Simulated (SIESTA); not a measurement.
# Input and output of a self-consistent single point for V2O5 (C2/m, 7 atoms in the cell) (SIESTA)

Level of theory: GGA PBEsol, numerical atomic orbitals DZP, PseudoDojo PBEsol standard norm-conserving potentials (rewritten from UPF to PSML) (SIESTA).

Input:

```
# files in the folder: V.psml O.psml (PseudoDojo PBEsol standard)
SystemName  V2O5
SystemLabel v2o5

NumberOfAtoms                7
NumberOfSpecies              2
%block ChemicalSpeciesLabel
  1 23 V
  2 8 O
%endblock ChemicalSpeciesLabel
LatticeConstant              1.0 Ang
%block LatticeVectors
     5.711180000   -1.443975000    0.000000000
     5.711180000    1.443975000    0.000000000
    -0.684173000    0.000000000    5.318928000
%endblock LatticeVectors
AtomicCoordinatesFormat      Ang
%block AtomicCoordinatesAndAtomicSpecies
     1.340509833   -0.000000000    1.985715390  1
     9.397677167   -0.000000000    3.333212610  1
    -0.342086500    0.000000000    2.659464000  2
     6.877798275   -0.000000000    0.894696879  2
     3.860388725   -0.000000000    4.424231121  2
     3.241748053   -0.000000000    1.965397085  2
     7.496438947   -0.000000000    3.353530915  2
%endblock AtomicCoordinatesAndAtomicSpecies

XC.functional                GGA
XC.authors                   PBEsol
PAO.BasisSize                DZP
PAO.EnergyShift              0.01 Ry
MeshCutoff                   300 Ry
%block kgrid.MonkhorstPack
    8   0   0  0.0
    0   8   0  0.0
    0   0   4  0.0
%endblock kgrid.MonkhorstPack
OccupationFunction           FD
ElectronicTemperature        10 K

MaxSCFIterations             150
SCF.Mixer.Method             Broyden
SCF.Mixer.Weight             0.1
SCF.Mixer.History            8
SCF.DM.Tolerance             1.0E-05
Diag.ParallelOverK           true
WriteForces                  true
```

The program printed (abridged):

```
reinit: Reading from file input.fdf

reinit: System Name: V2O5
reinit: System Label: v2o5

coor:   Atomic-coordinates input format  =     Cartesian coordinates
coor:                                          (in Angstroms)

siesta: Atomic coordinates (Bohr) and species
siesta:      2.53320  -0.00000   3.75246  1        1
siesta:     17.75904  -0.00000   6.29886  1        2
siesta:     -0.64645   0.00000   5.02566  2        3
siesta:     12.99716  -0.00000   1.69073  2        4
siesta:      7.29508  -0.00000   8.36059  2        5
siesta:      6.12602  -0.00000   3.71406  2        6
siesta:     14.16622  -0.00000   6.33725  2        7

siesta: System type = bulk

initatomlists: Number of atoms, orbitals, and projectors:      7   103   101

siesta: ******************** Simulation parameters ****************************
redata: Spin configuration                          = none
redata: Time-Reversal Symmetry                      = T
redata: Number of Atomic Species                    =        2
redata: Mesh Cutoff                                 =   300.0000 Ry
redata: Net charge of the system                    =     0.0000 |e|
redata: Min. number of SCF Iter                     =        0
redata: Max. number of SCF Iter                     =      150
redata: SCF convergence failure will abort job
redata: SCF mix quantity                            = Hamiltonian
redata: Mix DM or H after convergence               =   F
redata: Recompute H after scf cycle                 =   F
redata: Mix DM in first SCF step                    =   T
redata: No kicks to SCF
redata: DM Mixing Weight for Kicks                  =     0.5000
redata: Require Harris convergence for SCF          =   F
redata: Harris energy tolerance for SCF             =     0.000100 eV
redata: Require DM convergence for SCF              =   T
redata: DM tolerance for SCF                        =     0.000010
   [... lines left out ...]
diag: Parallel distribution                         =     1 x     1
diag: Used triangular part                          = Lower
diag: Absolute tolerance                            =  0.100E-15
diag: Orthogonalization factor                      =  0.100E-05
diag: Memory factor                                 =  1.0000

superc: Internal auxiliary supercell:     7 x     7 x     3  =     147
superc: Number of atoms, orbitals, and projectors:   1029  15141  14847

                        Single-point calculation

superc: Internal auxiliary supercell:     7 x     7 x     3  =     147
superc: Number of atoms, orbitals, and projectors:   1029  15141  14847

outcell: Unit cell vectors (Ang):
        5.711180   -1.443975    0.000000
        5.711180    1.443975    0.000000
       -0.684173    0.000000    5.318928

outcell: Cell vector modules (Ang)   :    5.890895    5.890895    5.362750
outcell: Cell angles (23,13,12) (deg):     97.1049     97.1049     28.3778
outcell: Cell volume (Ang**3)        :     87.7283
new_DM -- step:     1
Initializing Density Matrix...

Attempting to read DM from file... Failed...
DM filled with atomic data:

InitMesh: MESH = 60 x 60 x 108 = 388800
InitMesh: Mesh cutoff (required, used) =   300.000   310.084 Ry

stepf: Fermi-Dirac step function
        iscf     Eharris(eV)        E_KS(eV)     FreeEng(eV)     dDmax    Ef(eV) dHmax(eV)
   scf:    1    -6112.994280    -6210.302548    -6210.302548  1.691612 -2.764793 26.168264
   scf:    2    -6258.569320    -6236.887199    -6236.887199  0.103240 -4.845002 16.863887
   scf:    3    -6162.611038    -6233.975010    -6233.975010  0.456139 -6.855340 15.050212
   scf:    4    -6206.154815    -6245.923205    -6245.923205  0.407754 -5.799201 12.019618
   scf:    5    -6254.499563    -6250.593880    -6250.593880  0.063750 -6.465700  8.348520
   scf:    6    -6253.751471    -6252.258539    -6252.258539  0.024743 -6.708370  6.779493
   [... 6 lines left out ...]
   scf:   13    -6255.360110    -6255.358421    -6255.358421  0.003222 -6.913136  0.050563
   scf:   14    -6255.358636    -6255.358613    -6255.358613  0.001024 -6.906713  0.000777
   scf:   15    -6255.358613    -6255.358613    -6255.358613  0.000028 -6.906543  0.000600
   scf:   16    -6255.358613    -6255.358613    -6255.358613  0.000011 -6.906520  0.000527
   scf:   17    -6255.358613    -6255.358613    -6255.358613  0.000009 -6.906481  0.000463
SCF Convergence by DM+H criterion
max |DM_out - DM_in|         :     0.0000094889
max |H_out - H_in|      (eV) :     0.0004633023
SCF cycle converged after 17 iterations

Using DM_out to compute the final energy and forces

siesta: E_KS(eV) =            -6255.3586

siesta: E_KS - E_eggbox =     -6255.3586

siesta: Atomic forces (eV/Ang):
     1    0.161534    0.000000   -0.247838
     2   -0.161534   -0.000000    0.247838
     3    0.000000    0.000000    0.000000
     4    0.081770    0.000000    0.812743
     5   -0.081770    0.000000   -0.812743
     6   -0.390771    0.000000    0.235845
     7    0.390771   -0.000000   -0.235845
   Tot    0.000000   -0.000000    0.000000
   Max    0.812743
   Res    0.302856    sqrt( Sum f_i^2 / 3N )
   Max    0.812743    constrained

Stress tensor Voigt[x,y,z,yz,xz,xy] (kbar):      109.47      126.06       69.31        0.00       -3.13       -0.00
(Free)E + p*V (eV/cell)    -6260.9225
Target enthalpy (eV/cell)    -6255.3586

siesta: Program's energy decomposition (eV):
siesta: Ebs     =     -1387.028498
siesta: Eions   =      9316.149783
siesta: Ena     =      1358.529984
siesta: Ekin    =      3101.600147
siesta: Enl     =      -303.765492
siesta: Eso     =         0.000000
siesta: Edftu   =         0.000000
siesta: DEna    =        67.216658
siesta: DUscf   =         3.448391
siesta: DUext   =         0.000000
siesta: Ex      =     -1085.393599
siesta: Ec      =       -80.844919
siesta: Exc     =     -1166.238519
siesta: Eharris =     -6255.358613
siesta: Etot    =     -6255.358613
siesta: FreeEng =     -6255.358613

siesta: Atomic forces (eV/Ang):
siesta:      1    0.161534    0.000000   -0.247838
siesta:      2   -0.161534   -0.000000    0.247838
siesta:      3    0.000000    0.000000    0.000000
siesta:      4    0.081770    0.000000    0.812743
siesta:      5   -0.081770    0.000000   -0.812743
siesta:      6   -0.390771    0.000000    0.235845
siesta:      7    0.390771   -0.000000   -0.235845
siesta: ----------------------------------------
siesta:    Tot    0.000000   -0.000000    0.000000

siesta: Stress tensor (static) (eV/Ang**3):
siesta:     0.068325   -0.000000   -0.001955
siesta:    -0.000000    0.078680    0.000000
siesta:    -0.001955    0.000000    0.043259

siesta: Cell volume =         87.728283 Ang**3

siesta: Pressure (static):
siesta:                Solid            Molecule  Units
siesta:          -0.00069075         -0.00059746  Ry/Bohr**3
siesta:          -0.06342155         -0.05485650  eV/Ang**3
siesta:        -101.61251753        -87.88980142  kBar
```

The run converged in 17 iterations.

The starting cell comes from a database of computed structures (which also holds hypothetical and non-ambient phases and stackings), without a prior relaxation at this level. Values carry the incompleteness of an atom-centred basis. With a pressure of about -10 GPa the cell is away from its equilibrium volume at this level.

Cost on one core of a shared machine: roughly 3 min.
